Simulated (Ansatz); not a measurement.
VN: element substitutions

Start from VN in the zinc blende structure (space group F-43m, No. 216; a model cell, its experimental status unchecked).

```
CELL_PARAMETERS angstrom
      0.00000     2.19142     2.19142
      2.19142     0.00000     2.19142
      2.19142     2.19142     0.00000
ATOMIC_POSITIONS crystal
  N  0.75000 0.75000 0.75000
  V  0.00000 0.00000 0.00000
```

Each row replaces one element on all its sites; cell and atoms are relaxed.

The values are results of PBEsol (Ansatz, a program for electronic structure; PAW; 420 eV plane waves; no spin-orbit coupling), not measurements.

```csv
variant,band gap,density
base,zero,5.12 g/cm³
V → Ta,zero,12.36 g/cm³
V → Be,zero,…
V → Ga,1.70 eV,6.11 g/cm³
```

Question: Complete the table.

Answer: 
- V → Be, density: 2.52 g/cm³

No phonon test of stability was made. As relaxed here, BeN is a hypothetical phase, not in the database extracts checked. For TaN in this form, whether it has been made was not checked. Seeded moments were not kept for the base. All final runs are without spin polarisation. An odd electron count without spin: BeN. This is not the structure that TaN has at room temperature and ambient pressure. This is not the structure that GaN has at room temperature and ambient pressure.
